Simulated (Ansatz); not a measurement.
Pair distribution function (O-Sn) of SnO2 (rutile type), cell Sn24O48, with the crystal as the starting point [in the run: it stayed crystalline; mean temperature 327 K (target 300 K); density 6.60 g/cm³, volume +6 % from the start crystal's; Γ point only, which a denser mesh shifts by 0.4 GPa in pressure and 0.01 eV/Å in forces], from MD at 327 K. Computed with PBE (plane waves, PAW; Ansatz, a program for electronic structure). Volume per atom 12.64 Å³, mean pressure 0.0 GPa. 

```
r (Å) | g(r)
     1.30 |  0.00
     1.34 |  0.00
     1.38 |  0.00
     1.42 |  0.00
     1.46 |  0.00
     1.50 |  0.00
     1.54 |  0.00
     1.58 |  0.00
     1.62 |  0.00
     1.66 |  0.00
     1.70 |  0.00
     1.74 |  0.00
     1.78 |  0.00
     1.82 |  0.00
     1.86 |  0.00
     1.90 |  0.00
     1.94 |  0.10
     1.98 | ## 1.24
     2.02 | ############ 5.94
     2.06 | ########################## 13.4
     2.10 | ############################## 15.2
     2.14 | ################### 9.86
     2.18 | ######## 4.12
     2.22 | ### 1.28
     2.26 | # 0.29
     2.30 |  0.04
     2.34 |  0.00
     2.38 |  0.00
     2.42 |  0.00
     2.46 |  0.00
     2.50 |  0.00
     2.54 |  0.00
     2.58 |  0.00
     2.62 |  0.00
     2.66 |  0.00
     2.70 |  0.00
     2.74 |  0.00
     2.78 |  0.00
     2.82 |  0.00
     2.86 |  0.00
     2.90 |  0.00
     2.94 |  0.00
     2.98 |  0.00
     3.02 |  0.00
     3.06 |  0.00
     3.10 |  0.00
     3.14 |  0.00
     3.18 |  0.00
     3.22 |  0.00
     3.26 |  0.01
     3.30 |  0.01
     3.34 |  0.05
     3.38 |  0.10
     3.42 |  0.21
     3.46 | # 0.36
     3.50 | # 0.68
     3.54 | ## 0.94
     3.58 | ## 1.20
     3.62 | ### 1.44
     3.66 | ### 1.55
     3.70 | ### 1.51
     3.74 | ### 1.65
     3.78 | #### 2.01
     3.82 | ##### 2.48
     3.86 | ##### 2.58
     3.90 | #### 2.23
     3.94 | ### 1.40
     3.98 | # 0.68
     4.02 |  0.25
     4.06 |  0.16
     4.10 | # 0.28
     4.14 | # 0.55
     4.18 | ## 0.99
     4.22 | ### 1.57
     4.26 | #### 2.04
     4.30 | ##### 2.38
     4.34 | ##### 2.38
     4.38 | #### 2.14
     4.42 | ### 1.59
     4.46 | ## 1.04
     4.50 | # 0.58
     4.54 | # 0.30
     4.58 |  0.21
     4.62 | # 0.32
     4.66 | # 0.56
     4.70 | ## 0.91
     4.74 | ### 1.30
     4.78 | ### 1.67
```

Question: From the above, determine where the first shell ends and the number of neighbours in it.

Answer: g is nil from 2.4 to 3.3 Å, so any cut there serves; 3.0 Sn round each O and 6.0 O round each Sn in the shell, from n = 4πρ∫r²g(r)dr.
